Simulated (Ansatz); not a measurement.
## HfO2: pressure series

Base system: HfO2 in the fluorite structure (space group Fm-3m, No. 225).

```
HfO2
1.0
    0.00000     2.52923     2.52923
    2.52923     0.00000     2.52923
    2.52923     2.52923     0.00000
Hf O
1 2
Cartesian
  0.00000   0.00000   0.00000
  1.26462   1.26462   1.26462
  3.79385   3.79385   3.79385
```

Cell and atoms are relaxed at each pressure.

Level of theory: r2SCAN (Ansatz, an electronic-structure program; PAW; 500 eV plane waves; without spin-orbit coupling).

```
pressure (GPa)  volume per atom (Å³/atom)
--------------  -------------------------
-2                                 10.868
-1                                 10.827
0                                  10.786
3                                       ?
7                                  10.524
15                                 10.261
50                                  9.391
75                                  8.940
100                                 8.573
```

Question: Fit the third-order Birch–Murnaghan form P(V) = (3B₀/2)[(V₀/V)^(7/3) − (V₀/V)^(5/3)]·[1 + (3/4)(B₀′ − 4)((V₀/V)^(2/3) − 1)] (squares taken in P) to the rows shown and predict the withheld row.

Answer: Least squares on the printed values gives V₀ = 10.786 Å³/atom, B₀ = 272 GPa, B₀′ = 4.1; this predicts 10.670 Å³/atom, and the run gives 10.670 Å³/atom, in agreement.

Load acts through the strain it causes; cell and atoms are relaxed under it. Whether these cells are dynamically stable was not tested. Competing high-pressure phases were not computed. This is not the structure that HfO2 has at room temperature and ambient pressure.
